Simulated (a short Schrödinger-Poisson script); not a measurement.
Stack: symmetric double-gate stack, SiO2 on p-type Si(100), at 77 K.

| layer | material | thickness (nm) | Na (cm⁻³) |
|---|---|---|---|
| 1 | SiO2 | 4 | - |
| 2 | Si | 2 | 8e15 |
| 3 | SiO2 | 4 | - |

Constants are typed, rounded textbook-type inputs, not results; the design itself was drawn at random and stands for no fabricated device. SiO2: permittivity 3.9, conduction-band edge (eV) 3.15, gap (eV) 9, electron mass (mₑ) 0.5. Si: permittivity 11.7, conduction-band edge (eV) 0, gap (eV) 1.124, Nv at 300 K (cm⁻³) 3.1e19.

Channel valleys (confinement mass, in-plane density-of-states mass, number): Δ2 0.916, 0.19, 2; Δ4 0.19, 0.417, 4. At the gates, both at one voltage, the conduction-band edge of layer 1 lies 3.33 eV − eVg above the Fermi level of the channel. Gaps are held at their typed values at every temperature. Mesh 0.03 nm at interfaces.

Solved with a short Schrödinger-Poisson script written for these runs: 1D Poisson equation in equilibrium, electrons classical, Fermi-Dirac, parabolic valleys, classical holes, full ionisation, no traps, pinning or gate leakage.

The same stack at other levels of the model or other numerical settings:

```
run                                        sheet density of all electrons at Vg = 2.4 V (cm⁻²)  sheet density of all electrons at Vg = 0.6 V (cm⁻²)  capacitance of both gates at Vg = 2.4 V (μF/cm²)  rough cost against the base
-----------------------------------------  ---------------------------------------------------  ---------------------------------------------------  ------------------------------------------------  ---------------------------
base                                                                                   2.25e13                                              4.15e12                                              1.65                      about 1
electrons treated as classical, Boltzmann                                              2.35e13                                              4.31e12                                              1.71                          0.4
electrons treated as quantum, Hartree                                                  2.07e13                                              3.22e12                                              1.56                           10
mesh six times as coarse                                                               2.24e13                                              4.12e12                                              1.64                          0.6
```

The classical rows ignore confinement, and Boltzmann statistics overrate the density once the band edge passes the Fermi level.
